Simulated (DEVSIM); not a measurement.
Device: Si p+/n-/n+ power diode, at 250 K.

Layer 1 from the left is Si, thickness (μm) 1.20, Na (cm⁻³) 4.1e18, τn (s) 2.7e-6, τp (s) 2.7e-6. Layer 2 from the left is Si, thickness (μm) 14.0, Nd (cm⁻³) 1.7e15, τn (s) 2.7e-6, τp (s) 2.7e-6. Layer 3 from the left is Si, thickness (μm) 2.60, Nd (cm⁻³) 3.6e18, τn (s) 2.7e-6, τp (s) 2.7e-6.

Left contact: ohmic. Right contact: ohmic. Voltage is applied to the left contact. Recombination: SRH at mid-gap. Mobility is constant in doping.

This is a model device: material constants are rounded textbook-type values typed into the input, and sizes, dopings and lifetimes were drawn at random. Values at 300 K; Nc and Nv go as T^1.5, mobilities as T to minus their exponent, the gap by Varshni's rule with the affinity fixed.

Si: gap (eV) 1.124, affinity (eV) 4.05, permittivity 11.7, Nc (cm⁻³) 2.86e19, Nv (cm⁻³) 3.1e19, μn (cm²/Vs) 1417, μp (cm²/Vs) 470, T exponent of μn 2.3, T exponent of μp 2.2, Varshni α (eV/K) 0.000473, Varshni β (K) 636.

Model (solved in DEVSIM): 1D drift-diffusion, Boltzmann statistics, complete ionisation; no tunnelling, impact ionisation, image-force lowering or self-heating.

Q: What does the simulation give for the potential step across the device at zero bias, the dark forward voltage at 1 A/cm², the dark forward voltage at 100 A/cm²?

A: potential step across the device at zero bias 1.060 V; dark forward voltage at 1 A/cm² 0.784 V; dark forward voltage at 100 A/cm² 0.894 V.
